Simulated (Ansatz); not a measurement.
Checking a run of Ansatz (a quantum-chemistry and plane-wave program) on KMnSe2 (I-42d, 8 atoms in the cell). The aim is a self-consistent single point with DFT, PBE, plane waves, default PAW files.

Cell that was meant: a = 7.7222 Å, b = 7.7222 Å, c = 7.7222 Å, α = 131.31°, β = 131.31°, γ = 71.33°.

Part of the input:

Ansatz 0.2 input:
```yaml
  atoms:
    - { symbol: K, position_ang: [-0.000000, 3.183594, 3.136945] }
    - { symbol: K, position_ang: [0.000000, 0.000000, 0.000000] }
    - { symbol: Mn, position_ang: [3.183594, 0.000000, 3.136945] }
    - { symbol: Mn, position_ang: [0.000000, 0.000000, 6.273890] }
    - { symbol: Se, position_ang: [1.591797, 1.638914, -1.568472] }
    - { symbol: Se, position_ang: [1.591797, 1.544680, 4.705418] }
    - { symbol: Se, position_ang: [4.728274, 1.591797, 1.568472] }
[...]
  xc: pbe
  pseudopotentials:
    kind: paw
scf:
  occupations:
    method: fermi_dirac
    width: 0.05
```

Log, with long lists cut:

```
   [... lines left out ...]
Symmetry: 8 space group operations
Space group: I-42d (ITA 122), of the structure as read, at distance tolerance 6.3e-5 Å
k-points: 6 of 27 (time reversal used)
Initial density: superposition of atomic densities (neutral atoms: chi_scale 0, normalization atom), corrected by the library's trained network
Initial wavefunctions: pseudopotential atomic-orbital guess
Eigensolver: davidson
Functional: x = pbe(κ = 0.804, μ = 0.2195149727645171), c = pbe(β = 0.06672455060314922)
SCF iter   1: F=—  HF=-32746.370203 eV  |F-HF|=—  |Δ(HF+E_count)|=         —  Δρ=1.06e-2  dr2=2.78e-1  ethr=1.77e-3  ⟨swp⟩=6.7  Hψ=1482  notcnv=0
all-band conjugate gradients solve this SCF's bands
preconditioner: auto → LDOS
SCF iter   2: F=—  HF=-32746.360686 eV  |F-HF|=—  |Δ(HF+E_count)|=   9.52e-3  Δρ=5.32e-3  dr2=2.31e-2  ethr=2.48e-4  ⟨swp⟩=2.0  Hψ=516  notcnv=0  defer=10
   [... lines left out ...]
SCF iter   7: F=—  HF=-32746.358058 eV  |F-HF|=—  |Δ(HF+E_count)|=   1.19e-4  Δρ=4.45e-5  dr2=5.72e-6  ethr=6.10e-8  ⟨swp⟩=1.3  Hψ=400  notcnv=0  defer=10
SCF iter   8: F=—  HF=-32746.358058 eV  |F-HF|=—  |Δ(HF+E_count)|=   2.06e-7  Δρ=8.45e-6  dr2=2.38e-7  ethr=5.10e-9  ⟨swp⟩=2.0  Hψ=425  notcnv=0  defer=10
SCF iter   9: F=-32746.358058 eV  HF=-32746.358058 eV  |F-HF|=2.23e-8  |Δ(HF+E_count)|=   3.82e-8  Δρ=2.95e-6  dr2=3.13e-8  ethr=8.93e-11  ⟨swp⟩=9.5  Hψ=1408  notcnv=0
SCF 1 converged in 9 iterations: F = -32746.358058 eV  dr2 = 3.13e-8
Free energy (F): -32746.358058 eV
Internal energy: -32746.227903 eV  (E = F + TS)
E sigma→0 (E₀):  -32746.292980 eV
Entropy (-TS):   -0.130155 eV (-16.269 meV/atom)
Fermi energy:    4.558466 eV
--- Forces (eV/Å), atoms counted from 1 ---
  atom   1  K      0.00000000     0.00000000     0.00000000
  atom   2  K      0.00000000    -0.00000000     0.00000000
  atom   3  Mn    -0.00000000    -0.00000000    -0.00000000
  atom   4  Mn    -0.00000000     0.00000000     0.00000000
  atom   5  Se     0.00000000     3.92451287     0.00000000
  atom   6  Se     0.00000000    -3.92451287     0.00000000
  atom   7  Se    -3.92451287     0.00000000     0.00000000
  atom   8  Se     3.92451287    -0.00000000     0.00000000
--- Stress (GPa, compression-positive) ---
       -2.321744      -0.000000      -0.000000
       -0.000000      -2.321744       0.000000
        0.000000       0.000000      -3.058435
  P = ⅓ Tr σ = -2.5673 GPa (-25.673 kbar)
  The stress holds the Pulay correction. Without it, at fixed plane waves, as pw.x and ABINIT print it: P = -2.5744 GPa
```

Can these results be used? Check the input.

The run is not sound. The fault is no spin polarisation for a cell with magnetic atoms. A run without spin cannot form moments, so any exchange energy of the magnetic state is missed. To fix it, switch spin polarisation on and give starting moments. The run converged in 9 iterations without an error; against the sound input the free energy rises by 562 meV/atom, the pressure goes from 1.23 to -2.57 GPa, the largest force goes from 2.963 to 3.925 eV/Å and the net moment of 1.00 μB/atom is absent without spin.

An input that runs soundly differs in these lines (not the only fix; some lines may just follow from the change or write a value another way):
```diff
-    - { symbol: Mn, position_ang: [3.183594, 0.000000, 3.136945] }
-    - { symbol: Mn, position_ang: [0.000000, 0.000000, 6.273890] }
+    - { symbol: Mn, position_ang: [3.183594, 0.000000, 3.136945], spin: 4.0 }
+    - { symbol: Mn, position_ang: [0.000000, 0.000000, 6.273890], spin: 4.0 }
+magnetization:
+  spin_polarized: true
```

With that input, the run converged in 14 iterations: free energy E − TS (on the zero of these files) -32750.8565 eV; Fermi level (on the code's own zero) 4.15 eV; pressure 1.23 GPa; largest force (vector length) 2.963 eV/Å; size of the cell's spin moment 8.00 μB (DFT, PBE, plane waves, default PAW files).

On the sound input: the starting cell was generated: these elements placed on a structure prototype, without a prior relaxation; it need not be a known phase or ordering of this composition. Its lattice was rescaled by a random factor within 2.5 % of one. The magnetic order is the one reached from the typed start; others were not searched systematically. Forces in this geometry exceed 1 eV/Å. Ansatz's pressure includes its estimate of the finite-basis (Pulay) stress.
